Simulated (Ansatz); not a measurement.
# Hypothetical diamond Ga, pressure series

Consider Ga in the diamond structure (space group Fd-3m, No. 227; a = 5.884 Å; a hypothetical phase, not in the database extracts checked).

Cell and atoms are relaxed at each pressure.

Level of theory: PBE, PAW, 420 eV (Ansatz, a quantum-chemistry and plane-wave program; no SOC).

Notes on the quantities. enthalpy: H = E + PV relative to the base's energy.

```csv
change,density,enthalpy,shortest interatomic distance
base,4.55 g/cm³,–,2.548 Å
pressure −2 GPa,4.26 g/cm³,-0.33 eV/atom,2.604 Å
pressure −1 GPa,4.41 g/cm³,-0.16 eV/atom,2.573 Å
pressure 0.3 GPa,4.58 g/cm³,+0.05 eV/atom,2.541 Å
pressure 0.7 GPa,4.63 g/cm³,+0.11 eV/atom,2.532 Å
pressure 1.5 GPa,4.73 g/cm³,+0.23 eV/atom,2.515 Å
pressure 3 GPa,4.89 g/cm³,+0.46 eV/atom,2.487 Å
pressure 5 GPa,5.07 g/cm³,+0.75 eV/atom,2.456 Å
pressure 7.5 GPa,5.28 g/cm³,+1.10 eV/atom,2.424 Å
pressure 10 GPa,5.46 g/cm³,+1.43 eV/atom,2.397 Å
```

Load acts through the strain it causes; cell and atoms are relaxed under it. Stability against distortions was not tested. Competing high-pressure phases were not computed.
